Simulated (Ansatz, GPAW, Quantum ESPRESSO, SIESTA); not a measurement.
# Code comparison for GaCu3 (P6_3/mmc, 8 atoms in the cell)

Self-consistent single point.

```
GaCu3
1.0
    5.15739     0.00000     0.00000
   -2.57870     4.46643     0.00000
    0.00000     0.00000     4.20124
Ga Cu
2 6
Direct
  0.33333   0.66667   0.75000
  0.66667   0.33333   0.25000
  0.16539   0.33077   0.25000
  0.83461   0.66923   0.75000
  0.83461   0.16539   0.75000
  0.16539   0.83461   0.25000
  0.66923   0.83461   0.25000
  0.33077   0.16539   0.75000
```

All programs got the same cell, k-point mesh and kind of occupations (in Ansatz's words: kpoints.mp_grid.grid = 5 5 5; scf.occupations.method = gaussian; scf.occupations.width = 0.1 eV); potentials, basis and cutoffs are each program's usual ones.

```tsv
code	model	pressure (GPa)	largest force (eV/Å)	k-points	cutoff
GPAW	LDA (Perdew-Wang 92), GPAW PAW datasets LDA (gpaw-data 1.0.1)	-5.76	0.058	15	850 eV
Quantum ESPRESSO	LDA (PZ), PSlibrary ultrasoft (LDA) pseudopotentials	-6.76	0.052	15	70 Ry
SIESTA	LDA PW92, numerical atomic orbitals DZP, PseudoDojo LDA standard norm-conserving potentials (rewritten from UPF to PSML)	-6.48	0.174	63	grid 400 Ry
Ansatz	LDA (PW92), PAW files made with PBE	-7.00	0.046	15	420 eV
```

The spread over the programs that give each value: pressure within 1.24 GPa; largest force within 0.128 eV/Å.

The starting cell comes from a database of computed structures (which also holds hypothetical and non-ambient phases and stackings), without a prior relaxation at this level. On Ansatz's run: Spin polarisation is off. In the base run, with a pressure of about -7 GPa the cell is away from its equilibrium volume at this level.

Question: Why do the programs differ, and what cannot be compared?

Answer: Differences of this kind can come from the potentials, where these differ, and from what each basis and cutoff leave unconverged. The valence holds different numbers of electrons (GPAW 72, Quantum ESPRESSO 92, SIESTA 140, Ansatz (a quantum-chemistry and plane-wave program) 140). The zero of total energies and Fermi levels follows the potentials and each program's conventions, so they are not compared here. SIESTA uses small atom-centred bases, whose incompleteness enters pressures, forces and empty levels differently from a plane-wave cutoff. Ansatz's pressure is given at a fixed set of plane waves, as the other plane-wave codes print theirs; with its correction for the finite basis it is -6.92 GPa. The same LDA comes in different parametrisations, which differ slightly. The programs reduce the same mesh by symmetry to different extents, which changes the work and not the result. In the force vectors, SIESTA (by 0.122) lies more than 0.08 eV/Å from the median of the plane-wave programs.

Left out of this page: ABINIT and FLEUR (with a known weakness of the program); Elk (unsound by tests on forces, stress, charge or solver warnings).

Keys are those of Ansatz 0.2.
